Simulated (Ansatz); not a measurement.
Response to strain in hypothetical cubic perovskite RbHgI3

The parent structure is RbHgI3 in the cubic perovskite structure (space group Pm-3m, No. 221; a = 5.903 Å; a hypothetical phase, not in the database extracts checked). Axes: x, y, z lie along the cube axes.

Strains are applied to the cell and any free atomic positions relax; under biaxial strain the out-of-plane vector relaxes too.

Level of theory: PBEsol (Ansatz, a program for electronic structure, PAW, no spin-orbit coupling).

Notes on the quantities. pressure: mean of the normal stresses, compression positive; energy relative to the base: free energy F.

| case | volume per atom | pressure | energy relative to the base | space group |
|---|---|---|---|---|
| base | 41.14 Å³ | 0.0 GPa | 0 meV/atom | Pm-3m (No. 221) |
| biaxial strain +0.48 %, plane normal [001], relaxed out of plane | 41.38 Å³ | -0.1 GPa | +0.2 meV/atom | P4/mmm (No. 123) |
| biaxial strain +0.39 %, plane normal [110], relaxed out of plane | 41.28 Å³ | -0.1 GPa | +0.1 meV/atom | Cmmm (No. 65) |
| isotropic strain −4.32 % | 36.03 Å³ | (withheld) | (withheld) | Pm-3m (No. 221) |
| isotropic strain +5.98 % | 48.97 Å³ | -2.4 GPa | +72 meV/atom | Pm-3m (No. 221) |
| uniaxial strain ε_yy = +4.13 % | 42.84 Å³ | -0.8 GPa | +6.9 meV/atom | P4/mmm (No. 123) |
| tensor shear ε_yz = −2.06 % | 41.12 Å³ | 0.0 GPa | +1.3 meV/atom | Cmmm (No. 65) |

Problem. What belongs in the blanks?

Solution. 
- isotropic strain −4.32 %, pressure: 4.3 GPa
- isotropic strain −4.32 %, energy relative to the base: +59 meV/atom

Without a gap, meshes like the base's 8×8×8 leave anisotropic stresses uncertain by several tenths of a GPa, and small strain energies with them. No phonon test of stability was made. The final runs are not spin-polarised. Many cubic perovskites are stable only at high temperature; tilts and polar distortions were not tested.
